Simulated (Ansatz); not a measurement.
Effect of tensor shear ε_xz = −2.23 % on ZnO

Base system: ZnO in the wurtzite structure (space group P6_3mc, No. 186; a = 3.235 Å, c = 5.211 Å). Axes: x lies along a and z along c of the hexagonal cell.

Modification: tensor shear ε_xz = −2.23 % (engineering shear γ = -0.0446); the atoms relax in the strained cell.

All numbers come from r2SCAN (Ansatz, an electronic-structure program), no spin-orbit coupling. Settings: 12×12×7 k-points, 0.05 eV Fermi–Dirac smearing.

The volume per atom stays essentially unchanged (11.81 Å³ against 11.80 Å³) and the space group goes from P6_3mc (No. 186) to Cc (No. 9). The shortest interatomic distance is still 1.970 Å and the energy rises by 2.8 meV/atom. The pressure (mean of the normal stresses, compression positive) goes from zero to -0.06 GPa and the band gap falls by 0.023 eV to 1.21 eV. The gap character stays direct at Γ and the electron mass remains 0.19 mₑ (at Γ). The valence-band top at Γ (three highest levels, from the VBM) becomes 0.00, -0.02, -0.14 eV (base: 0.00, 0.00, -0.10 eV) and the largest internal atomic displacement amounts to 0.014 Å. The stress (xx, yy, zz, yz, xz, xy; compression positive) comes out as (-0.17, -0.03, 0.02, 0.00, 1.70, 0.00) GPa.

Masses are band curvatures over ±0.01 Å⁻¹ around the edge. Whether these cells are dynamically stable was not tested. k-point labels follow each cell's own Brillouin zone.
